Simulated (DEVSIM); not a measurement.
# abrupt Si p-n junction

Device: abrupt Si p-n junction, at 300 K.

| layer (left to right) | material | thickness (μm) | Nd (cm⁻³) | Na (cm⁻³) | τn (s) | τp (s) |
|---|---|---|---|---|---|---|
| 1 | Si | 6.50 | - | 2.2e15 | 0.00033 | 0.00033 |
| 2 | Si | 1.80 | 3.4e14 | - | 0.00033 | 0.00033 |

Left contact: ohmic. Right contact: ohmic. Voltage is applied to the left contact. Recombination: SRH at mid-gap. Mobility is μmin + (μ − μmin)/(1 + (N/Nref)^α).

Constants are typed, rounded textbook-type inputs, not results; the design itself was drawn at random and stands for no fabricated device. Values at 300 K.

| parameter | Si |
|---|---|
| gap (eV) | 1.124 |
| affinity (eV) | 4.05 |
| permittivity | 11.7 |
| Nc (cm⁻³) | 2.86e19 |
| Nv (cm⁻³) | 3.1e19 |
| μn (cm²/Vs) | 1417 |
| μp (cm²/Vs) | 470 |
| μn,min | 52 |
| μp,min | 45 |
| Nref,n | 9.7e16 |
| Nref,p | 2.2e17 |
| αn | 0.68 |
| αp | 0.72 |

Simulated with DEVSIM: 1D drift-diffusion, Boltzmann statistics, complete ionisation; no tunnelling, impact ionisation, image-force lowering or self-heating.

```
Property                                           Value
---------------------------------------------  ---------
Potential step across the device at zero bias    0.584 V
Largest field in the device at zero bias       7000 V/cm
Dark forward voltage at 1 A/cm²                  0.501 V
Dark forward voltage at 100 A/cm²                0.808 V
```

Dark forward current:

| V (V) | J (A/cm²) |
|---|---|
| 0.05 | 7.2e-8 |
| 0.15 | 3.3e-6 |
| 0.20 | 2.1e-5 |
| 0.30 | 0.00082 |
| 0.40 | 0.032 |
| 0.45 | 0.19 |
| 0.55 | 3.7 |
| 0.60 | 10 |
| 0.70 | 39 |
| 0.80 | 95 |
| 0.85 | 130 |
| 0.95 | 220 |
| 1.05 | 320 |
| 1.10 | 380 |
| 1.20 | 480 |
| 1.25 | 540 |
| 1.35 | 640 |
| 1.45 | 730 |
| 1.50 | 780 |
| 1.60 | 870 |
